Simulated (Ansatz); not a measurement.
# Several settings converged on LaAl₂ (R3m, 6 atoms in the cell)

```xyz
6
Lattice="0.0000 4.0441 4.0441 4.0441 0.0000 4.0441 4.0441 4.0441 0.0000" Properties=species:S:1:pos:R:3 pbc="T T T"
La     0.0289     0.0289     0.0289
La     2.0221     2.0221     2.0221
Al     5.0552     5.0552     5.0552
Al     5.0552     3.0331     3.0331
Al     3.0331     3.0331     5.0552
Al     3.0331     5.0552     3.0331
```

Base method: PBEsol, default PAW files made with PBE (plane waves; Ansatz, a quantum-chemistry and plane-wave program).

Base settings: basis.ecutwfc = 30.9 Ry; kpoints.mp_grid.grid = 7 7 7; hamiltonian.xc = pbesol; hamiltonian.pseudopotentials = {kind: paw} (the program's default PAW files); scf.occupations.method = fermi_dirac; scf.occupations.width = 0.0073 Ry.

The count of work is k-points × plane waves × bands × iterations; it is no time. Core times come from one kind of shared machine, to one figure; runs under 30 s give none.

**Shifted k-point meshes**

In this ladder: kpoints.mp_grid.shift = 0.5 0.5 0.5.

Only quantities that move along the ladder and can be compared are tabulated.

| kpoints.mp_grid.grid | free energy less the last step's (meV/atom) | pressure (GPa) | largest difference of a force vector from the last step's (eV/Å) | count of work / last | core time / last (rough) |
|---|---|---|---|---|---|
| 1 1 1 | 277.39 | -0.72 | 4.542 | 0.0027 | – |
| 2 2 2 | -26.36 | -0.51 | 0.294 | 0.0040 | – |
| 3 3 3 | -0.71 | -0.64 | 0.172 | 0.0090 | – |
| 5 5 5 | -0.33 | -0.71 | 0.072 | 0.028 | – |
| 7 7 7 | 0.00 | -0.68 | 0.012 | 0.066 | – |
| 9 9 9 | -0.02 | -0.67 | 0.002 | 0.13 | – |
| 11 11 11 | -0.01 | -0.68 | 0.001 | 0.22 | 0.2 |
| 14 14 14 | 0.00 | -0.68 | 0.000 | 0.42 | 0.4 |
| 19 19 19 | 0.00 | -0.68 | 0.000 | 1.0 | 1 |

Coarsest kpoints.mp_grid.grid that holds the free energy within 0.5 meV/atom of the last step, with all finer ones: 5 5 5, at 0.028 of the last step's count of work; the step before is off by 0.71 meV/atom.

Coarsest kpoints.mp_grid.grid that holds the pressure within 0.1 GPa of the last step, with all finer ones: 3 3 3, at 0.0090 of the last step's count of work; the step before is off by 0.16 GPa.

Coarsest kpoints.mp_grid.grid that holds the forces within 0.01 eV/Å of the last step, with all finer ones: 9 9 9, at 0.13 of the last step's count of work; the step before is off by 0.012 eV/Å.

**The k-point mesh at a smearing width of 0.3 eV**

In this ladder: scf.occupations.width = 0.022 Ry.

Only quantities that move along the ladder and can be compared are tabulated.

| kpoints.mp_grid.grid | free energy less the last step's (meV/atom) | pressure (GPa) | largest difference of a force vector from the last step's (eV/Å) | count of work / last | core time / last (rough) |
|---|---|---|---|---|---|
| 3 3 3 | 14.53 | -0.32 | 0.008 | 0.012 | – |
| 4 4 4 | -4.54 | -0.21 | 0.003 | 0.027 | – |
| 5 5 5 | 0.78 | -0.26 | 0.001 | 0.039 | – |
| 7 7 7 | 0.09 | -0.25 | 0.000 | 0.090 | – |
| 8 8 8 | -0.04 | -0.26 | 0.000 | 0.13 | – |
| 9 9 9 | 0.01 | -0.25 | 0.000 | 0.17 | 0.2 |
| 11 11 11 | 0.00 | -0.25 | 0.000 | 0.30 | 0.3 |
| 17 17 17 | 0.00 | -0.25 | 0.000 | 1.0 | 1 |

Coarsest kpoints.mp_grid.grid that holds the free energy within 2 meV/atom of the last step, with all finer ones: 5 5 5, at 0.039 of the last step's count of work; the step before is off by 4.5 meV/atom.

Coarsest kpoints.mp_grid.grid that holds the forces within 0.005 eV/Å of the last step, with all finer ones: 4 4 4, at 0.027 of the last step's count of work; the step before is off by 0.008 eV/Å.

Coarsest kpoints.mp_grid.grid that holds the pressure within 0.05 GPa of the last step, with all finer ones: 4 4 4, at 0.027 of the last step's count of work; the step before is off by 0.07 GPa.

**The width of Methfessel-Paxton smearing**

In this ladder: kpoints.mp_grid.grid = 12 12 12; scf.occupations.method = methfessel_paxton.

Narrow widths need finer meshes than wide ones, so the last steps can hold mesh noise.

Only quantities that move along the ladder and can be compared are tabulated; pressure and forces are left out, as mesh noise rules them at narrow widths.

```tsv
scf.occupations.width	free energy less the last step's (meV/atom)
0.0367 Ry	-0.39
0.022 Ry	-0.73
0.0147 Ry	-0.32
0.0073 Ry	0.03
0.0037 Ry	0.00
```

Widest scf.occupations.width that holds the free energy within 0.5 meV/atom of the last step, with all finer ones: 0.0147 Ry; the step before is off by 0.73 meV/atom.

On the base run: the starting cell comes from a database of computed structures (which also holds hypothetical and non-ambient phases and stackings), without a prior relaxation at this level. Its lattice was rescaled by up to half a per cent. One atom was moved a little off its site on purpose. Ansatz's pressure includes its estimate of the finite-basis (Pulay) stress.

Left out of this page: 2 runs of the series outside the window shown, repeating another row's setting, or not comparable; 1 run of the series unsound by tests on forces, stress, charge or solver warnings.

Keys are those of Ansatz 0.2.
